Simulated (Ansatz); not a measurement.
The parent structure is ZrO2 in the fluorite structure (space group Fm-3m, No. 225).

Space group Fm-3m (No. 225); a = 5.089 Å, b = 5.089 Å, c = 5.089 Å, α = 90.00°, β = 90.00°, γ = 90.00°

```csv
atom,site,symmetry,x,y,z
Zr,4a,m-3m,0.0000,0.0000,0.0000
O,8c,-43m,0.2500,0.2500,0.2500
```
(The calculation used a cell of 3 atoms; values per cell refer to that cell.)

Calculations: r2SCAN in Ansatz (plane waves to 500 eV, PAW, no spin-orbit coupling).

Carriers are added at fixed cell with a uniform background; the Fermi–Dirac width is that of 300 K.

One change was made to it. Results:

The gap character stays indirect, X → Γ; the gap between the host's bands goes up by 0.30 eV (3.89 eV → 4.19 eV); the Fermi level relative to the doped band's edge (positive inside the band; to 0.05 eV) is +0.50 eV.

### Question
Which of these changes matches the shifts?
A. electrons 7.0×10^21 cm⁻³
B. electrons 2.0×10^22 cm⁻³
C. electrons 3.0×10^21 cm⁻³

### Answer
B, electrons 2.0×10^22 cm⁻³. For comparison, the gap between the host's bands in the other runs: electrons 3.0×10^21 cm⁻³ gives 3.94 eV; electrons 7.0×10^21 cm⁻³ gives 4.01 eV.

Carriers are added with a uniform compensating background; total energy and stress of such cells depend on the potential's zero and are not compared; many-body gap narrowing is missing at this level. Whether these cells are dynamically stable was not tested. This is not the structure that ZrO2 has at room temperature and ambient pressure.

Ansatz is a quantum-chemistry and plane-wave program.
